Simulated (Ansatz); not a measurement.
## What uniaxial stress, 1 GPa tension along x does to MgSe

The reference is MgSe in the rock salt structure (space group Fm-3m, No. 225; a = 5.4722 Å). Axes: x, y, z lie along the cube axes.

The change: uniaxial stress, 1 GPa tension along x; all other stress components relax to zero.

Computed with r2SCAN (Ansatz, a first-principles code, PAW, no spin-orbit coupling). k-mesh 10×10×10 (Γ-centred); smearing 0.05 eV (Fermi–Dirac).

- Shortest interatomic distance = 273.0 pm (base 273.6 pm)
- Energy relative to the base (free energy F) = +0.6 meV/atom
- Band gap = 2.41 eV (base 2.48 eV)
- Gap character = indirect, Γ → X
- Electron mass = 0.48 mₑ along k, 0.25 mₑ across (at X) (base 0.48 mₑ along k, 0.25 mₑ across (at X))
- Hole mass = 0.19 mₑ along x, 0.81 mₑ across (at Γ)
- Valence-band top at Γ (three highest levels, from the VBM) = 0.00, -0.06, -0.06 eV (base 0.00, 0.00, 0.00 eV)
- Valley order (the lowest conduction-band minima on the path, energy above the VBM, named in the base's zone) = X along [010] 2.41 eV; X along [100] 2.47 eV; Γ 3.36 eV (base X along ⟨100⟩ 2.48 eV; Γ 3.44 eV)
- Strain response (xx, yy, zz) = (+0.98, −0.22, −0.22) %

Final structure:

```
CELL_PARAMETERS angstrom
      0.00000     2.73005     2.73005
      2.76290     0.00000     2.73005
      2.76290     2.73005     0.00000
ATOMIC_POSITIONS crystal
  Se 0.00000 0.00000 0.00000
  Mg 0.50000 0.50000 0.50000
```

Masses are band curvatures over ±0.01 Å⁻¹ around the edge. Along k means along the line from Γ to the band edge. Beyond what the load breaks, stability against distortions was not tested. k-point labels follow each cell's own Brillouin zone.
